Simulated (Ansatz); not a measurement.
Worked example: self-consistent single point of Lu2AlCo3 (R3m, 6 atoms in the cell) in Ansatz (a first-principles code).

Method of the run: LDA (PW92), default PAW files made with PBE (plane waves; Ansatz).

The change in words: lattice scaled by 0.98; basis.ecutwfc: 30.9 Ry → 61.7 Ry. Reference geometry:
```
Lu2AlCo3
1.0
    2.59108     1.49596     3.78806
   -2.59108     1.49596     3.78806
    0.00000    -2.99193     3.78806
Lu Al Co
2 1 3
Direct
  0.37555   0.37555   0.37555
  0.62885   0.62885   0.62885
  0.00000   0.00000   0.00000
  0.50000   0.00000   0.00000
  0.00000   0.50000   0.00000
  0.00000   0.00000   0.50000
```

Reference input (self-consistent single point, DFT, LDA (PW92), plane waves, default PAW files made with PBE): basis.ecutwfc = 30.9 Ry; kpoints.mp_grid.grid = 5 5 5; hamiltonian.xc = lda; hamiltonian.pseudopotentials = {kind: paw} (the program's default PAW files); scf.occupations.method = fermi_dirac; scf.occupations.width = 0.0073 Ry. This run's input differs from it in these lines:

Ansatz 0.2 input:
```diff
@@ -2,5 +2,5 @@
   lattice:
-    - [2.591084, 1.495964, 3.788058]
-    - [-2.591084, 1.495964, 3.788058]
-    - [0.000000, -2.991926, 3.788058]
+    - [2.539262, 1.466045, 3.712297]
+    - [-2.539262, 1.466045, 3.712297]
+    - [0.000000, -2.932087, 3.712297]
   atoms:
@@ -13,3 +13,3 @@
 basis:
-  ecutwfc: 30.9 Ry
+  ecutwfc: 61.7 Ry
 kpoints:
```

The program printed (abridged):

```
SCF iter   1: F=—  HF=-44689.864782 eV  |F-HF|=—  |Δ(HF+E_count)|=         —  Δρ=2.45e-2  dr2=3.03e-1  ethr=1.77e-3  ⟨swp⟩=5.4  Hψ=5178  notcnv=0
all-band conjugate gradients solve this SCF's bands
preconditioner: auto → Kerker (q_TF=auto, 2.833 Å⁻¹)
SCF iter   2: F=—  HF=-44689.844736 eV  |F-HF|=—  |Δ(HF+E_count)|=   2.00e-2  Δρ=8.86e-3  dr2=4.08e-2  ethr=2.91e-4  ⟨swp⟩=2.0  Hψ=1539  notcnv=0  defer=16
   [... lines left out ...]
SCF iter   7: F=—  HF=-44689.840182 eV  |F-HF|=—  |Δ(HF+E_count)|=   1.74e-4  Δρ=7.63e-5  dr2=4.61e-6  ethr=2.60e-8  ⟨swp⟩=2.1  Hψ=2027  notcnv=0  defer=16
SCF iter   8: F=—  HF=-44689.840181 eV  |F-HF|=—  |Δ(HF+E_count)|=   8.43e-7  Δρ=6.42e-5  dr2=2.45e-6  ethr=4.43e-9  ⟨swp⟩=3.0  Hψ=2339  notcnv=0  defer=16
SCF iter   9: F=—  HF=-44689.840179 eV  |F-HF|=—  |Δ(HF+E_count)|=   1.98e-6  Δρ=1.61e-5  dr2=1.27e-7  ethr=2.35e-9  ⟨swp⟩=3.6  Hψ=2388  notcnv=0  defer=16
SCF iter  10: F=-44689.840179 eV  HF=-44689.840179 eV  |F-HF|=2.16e-9  |Δ(HF+E_count)|=   4.97e-8  Δρ=5.22e-6  dr2=7.87e-9  ethr=9.62e-11  ⟨swp⟩=10.3  Hψ=6149  notcnv=0
SCF 1 converged in 10 iterations: F = -44689.840179 eV  dr2 = 7.87e-9
Free energy (F): -44689.840179 eV
Internal energy: -44689.666141 eV  (E = F + TS)
E sigma→0 (E₀):  -44689.753160 eV
Entropy (-TS):   -0.174039 eV (-29.006 meV/atom)
Fermi energy:    18.269304 eV
--- Forces (eV/Å), atoms counted from 1 ---
  atom   1  Lu     0.00000000    -0.00000002    -0.17219436
  atom   2  Lu     0.00000000    -0.00000000    -0.02594804
  atom   3  Al     0.00000000    -0.00000000    -0.00644295
  atom   4  Co    -0.04472232    -0.02582043     0.06819542
  atom   5  Co     0.04472232    -0.02582043     0.06819542
  atom   6  Co     0.00000000     0.05164089     0.06819541
--- Stress (GPa, compression-positive) ---
        2.687504      -0.000000      -0.000000
       -0.000000       2.687504       0.000000
        0.000000       0.000000       5.419739
  P = ⅓ Tr σ = 3.5982 GPa (35.982 kbar)
  The stress holds the Pulay correction. Without it, at fixed plane waves, as pw.x and ABINIT print it: P = 3.5965 GPa
```

The run converged in 10 iterations. Against the reference run the free energy goes down by 7.9 meV/atom, the pressure goes from -5.22 to 3.60 GPa and the largest force goes from 0.250 to 0.172 eV/Å.

The starting cell comes from a database of computed structures (which also holds hypothetical and non-ambient phases and stackings), without a prior relaxation at this level. Its lattice was rescaled by up to half a per cent. One atom was moved a little off its site on purpose. For this run, on top of that: lattice scaled by 0.98. Spin polarisation is off. Ansatz's pressure includes its estimate of the finite-basis (Pulay) stress.

Cost on one core of a shared machine: roughly 30 s.
